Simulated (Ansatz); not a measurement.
CsCl-type AgZn, treated with r²SCAN (Ansatz, a program for electronic structure, PAW).

Run with plane-wave cutoff 560 eV, 18×18×18 k mesh, Fermi–Dirac smearing 0.05 eV, no spin polarisation, scalar-relativistic PAW data made under PBE.

Cell (relaxed at this level):

```
CELL_PARAMETERS angstrom
      3.14073     0.00000     0.00000
      0.00000     3.14073     0.00000
      0.00000     0.00000     3.14073
ATOMIC_POSITIONS crystal
  Zn 0.50000 0.50000 0.50000
  Ag 0.00000 0.00000 0.00000
```

Give the computed bulk modulus.


- bulk modulus = 108 GPa

The run finds no gap.

Note: the bulk modulus is −V dP/dV from two relaxed cells at ±2 % in volume.

Static lattice: no zero-point or thermal effects.

It cost roughly 2.5 core-minutes of CPU time.
